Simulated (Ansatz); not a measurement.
**Zinc-blende KI (model structure)**

Level of theory: LDA (PAW; Ansatz, a quantum-chemistry and plane-wave program).

Run with plane-wave cutoff 500 eV, 8×8×8 k mesh, gaussian smearing 0.02 eV, scalar-relativistic PAW data made under PBE.

Cell (relaxed at this level):

```xyz
2
Lattice="0.0000 3.8216 3.8216 3.8216 0.0000 3.8216 3.8216 3.8216 0.0000" Properties=species:S:1:pos:R:3 pbc="T T T"
K      0.0000     0.0000     0.0000
I      1.9108     1.9108     1.9108
```

```
Quantity                       Result
--------  ---------------------------
band gap  3.79 eV (on the SCF k mesh)
```

Note: the relaxation could raise the start's symmetry but not lower it, so the cell can be a saddle point.

Spin–orbit coupling is not included; with these elements it can move the gap by several tenths of an eV or more.

The computed numbers hold no vibrational or temperature effects.

Computing time: around 18 core-seconds (rough).

A model structure was made by putting elements into a prototype or built by hand; it is no filed structure, need not be a known phase, and can be a saddle point held by its symmetry.
